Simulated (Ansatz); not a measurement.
**Effect of Al → B on AlN**

Start from AlN in the wurtzite structure (space group P6_3mc, No. 186; a = 3.114 Å, c = 4.984 Å).

Perturbation: every Al is replaced by B, then cell and atoms are relaxed.

All numbers come from PBEsol/PAW in Ansatz (a first-principles code), no spin-orbit coupling. Γ-centred 15×15×8 mesh, Fermi–Dirac width 0.05 eV, for the changed cell.

The density goes up by 0.254 g/cm³, from 3.25 g/cm³ to 3.51 g/cm³ and the lattice parameter a falls by 0.573 Å to 2.541 Å. The c/a ratio goes up by 0.054, from 1.600 to 1.654 and the space group remains P6_3mc (No. 186). The shortest interatomic distance drops by 0.3325 Å (1.892 Å → 1.559 Å) and the band gap goes up by 0.87 eV to 4.96 eV. The gap character goes from direct at Γ to indirect, Γ → K and the smallest direct gap rises by 4.12 eV, from 4.09 eV to 8.21 eV. The width of the top valence band rises by 3.08 eV (2.41 eV → 5.49 eV) and the electron mass comes out as 0.30 mₑ along c, 0.50 mₑ across (at K). The valence-band top at Γ (three highest levels, from the VBM) goes from 0.00, -0.22, -0.22 eV to 0.00, 0.00, -0.28 eV.

Effective masses come from finite differences of ±0.01 Å⁻¹. Stability against distortions was not tested.
